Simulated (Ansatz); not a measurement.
Start from InSb in the zinc blende structure (space group F-43m, No. 216; a = 6.556 Å). Axes: x, y, z lie along the cube axes.

Calculations: r2SCAN, PAW, 500 eV (Ansatz, an electronic-structure program; no SOC).

For the base:

```
Property            Value
---------------  --------
Pressure          0.0 GPa
Volume per atom  35.23 Å³
```

One thing is altered: biaxial strain −2.00 %, plane normal [001], relaxed out of plane (Cartesian); in-plane vectors clamped, the third vector and the atoms free.

Task: What does the calculation give for the pressure after the change?

Result: The pressure (mean of the normal stresses, compression positive) goes from zero to 0.9 GPa.

Task: What does the calculation give for the volume per atom after the change?

Result: The volume per atom decreases by 0.691 Å³ to 34.53 Å³.

Whether these cells are dynamically stable was not tested. All final runs are without spin polarisation. Gaps under 0.05 eV, about the width of the smearing, are given as zero.
